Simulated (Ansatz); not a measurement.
Take LaRu2 in the cubic Laves (MgCu2 type) structure (space group Fd-3m, No. 227) as the base.

```
LaRu2
1.0
    0.00000     3.80030     3.80030
    3.80030     0.00000     3.80030
    3.80030     3.80030     0.00000
La Ru
2 4
Direct
  0.25000   0.25000   0.25000
  0.00000   0.00000   0.00000
  0.62500   0.62500   0.12500
  0.62500   0.12500   0.62500
  0.62500   0.62500   0.62500
  0.12500   0.62500   0.62500
```

Cartesian axes are those of the cell as printed.

Calculations: PBEsol, PAW, 420 eV (Ansatz, a program for electronic structure; no SOC).

Strains are applied to the cell and any free atomic positions relax; under biaxial strain the out-of-plane vector relaxes too.

One change was made to it. Results:

```csv
quantity,base,after
energy relative to the base (free energy F),0 meV/atom,+20 meV/atom
pressure,0.0 GPa,-7.0 GPa
```

Name the change that was made.
(A) biaxial strain −2.91 %, plane normal [111], relaxed out of plane
(B) isotropic strain +0.77 %
(C) isotropic strain +1.62 %

C, isotropic strain +1.62 %. For comparison, the energy relative to the base in the other runs: biaxial strain −2.91 %, plane normal [111], relaxed out of plane gives +9.0 meV/atom; isotropic strain +0.77 % gives +4.8 meV/atom.

Without a gap, meshes like the base's 11×11×11 leave anisotropic stresses uncertain by several tenths of a GPa, and small strain energies with them. No phonon test of stability was made. The final runs are not spin-polarised.
